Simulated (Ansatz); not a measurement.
Start from Sc in the hcp (Mg type) structure (space group P6_3/mmc, No. 194; a = 3.319 Å, c = 5.166 Å).

(Cell as relaxed with PBE.)

Levels (all Ansatz, a first-principles code, PAW): PBE (420 eV, no spin-orbit coupling); r2SCAN (500 eV, no spin-orbit coupling).

Each level relaxes its own structure.

```
quantity                  PBE    r2SCAN
-------------------  --------  --------
volume per atom      24.65 Å³  24.92 Å³
lattice parameter a   3.319 Å   3.329 Å
lattice parameter c   5.166 Å   5.192 Å
band gap                 zero      zero
```

PBE's volume per atom lies 0.27 Å³ below r2SCAN's (1.1 %); PBE's lattice parameter a lies 0.010 Å below r2SCAN's (0.3 %); PBE's lattice parameter c lies 0.026 Å below r2SCAN's (0.5 %); the two agree on the band gap. Neither level is exact; r2SCAN is the comparison here, not a measurement.

No phonon test of stability was made. All final runs are without spin polarisation.
